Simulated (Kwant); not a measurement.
System: six-terminal Hall bar in a Ge (holes) two-dimensional gas. Effective mass 0.06 mₑ, grid spacing 7.7 nm, hard walls, nominal width 200 nm (25 grid rows, so walls 200.2 nm apart), one parabolic valley, scattering region 520 nm long along x; energies count from the band bottom; Fermi energy swept from 0.0008975 to 0.00718 eV. Four side probes 100 nm wide, two on each edge; current runs along x; the sign of the Hall resistance is a convention. Perpendicular field 0.85 T, also in the leads; orbital effect alone.

The device is made up for the run: typed textbook-type constants, with dimensions and the other settings drawn at random.

Computed with Kwant: effective-mass tight-binding model on a square grid, one spin, coherent transport at 0 K. Resistances are in h/e².

How many Landau levels lie under the Fermi energy, and what Hall resistance follows, at 1.22 meV and 0.850 T; 1.75 meV and 0.850 T; 3.35 meV and 0.850 T; 6.54 meV and 0.850 T?

ħωc = ħeB/m = 1.93 meV a tesla; levels lie at (n + ½)ħωc. E/ħωc = 0.74 gives 1 level and h/(1e²) = 1.000; simulated 1.000. E/ħωc = 1.07 gives 1 level and h/(1e²) = 1.000; simulated 1.000. E/ħωc = 2.04 gives 2 levels and h/(2e²) = 0.500; simulated 0.500. E/ħωc = 3.99 gives 4 levels and h/(4e²) = 0.250; simulated 0.250.
